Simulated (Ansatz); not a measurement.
Take Sr in the fcc (Cu type) structure (space group Fm-3m, No. 225; a = 6.0999 Å) as the base.

The values are results of Ansatz (a program for electronic structure) r2SCAN, no spin-orbit coupling, not measurements.

Base values:

- Volume per atom: 56.74 Å³

It is then changed as follows: cell and atoms relaxed at a pressure of 7.5 GPa.

### Question
What happens to the volume per atom?

### Answer
The volume per atom shrinks by 17.44 Å³, from 56.74 Å³ to 39.30 Å³.

Load acts through the strain it causes; cell and atoms are relaxed under it. No phonon test of stability was made. Measured, Sr leaves this structure (for bcc) near 3.5 GPa (temperature not stated; as listed in Olga Degtyareva, NATO science for peace and security series. B, Physics and biophysics (2010)).
